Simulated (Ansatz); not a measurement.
## LiF (model structure, F-43m, No. 216): properties by level of theory

```csv
level (code),equilibrium lattice constant a (Å),cohesive energy (eV/atom),band gap (eV)
LDA (Ansatz),4.204,4.88,…
PBE (Ansatz),4.364,…,7.66
PBEsol (Ansatz),4.310,4.45,7.68
PBE-D3(BJ) (Ansatz),4.302,4.47,7.88
r²SCAN (Ansatz),…,4.36,8.67
r²SCAN+rVV10 (Ansatz),…,4.40,8.65
```

Q: Some entries are withheld; supply them.

A: 
- LDA (Ansatz, a program for electronic structure), band gap (eV): 7.96
- PBE (Ansatz), cohesive energy (eV/atom): 4.33
- r²SCAN (Ansatz), equilibrium lattice constant a (Å): 4.289
- r²SCAN+rVV10 (Ansatz), equilibrium lattice constant a (Å): 4.272

Computed values are for a static lattice.  Each level is taken at its own relaxed cell. Cutoffs differ between the levels. Ansatz's density-functional and Hartree–Fock values are scalar-relativistic unless marked +SOC, with PAW data made under PBE.

Ansatz's density-functional and Hartree–Fock values are scalar-relativistic unless marked +SOC, with PAW data made under PBE.

Computed values are for the static lattice.

A model structure was made by putting elements into a prototype or built by hand; it is no filed structure, need not be a known phase, and can be a saddle point held by its symmetry.
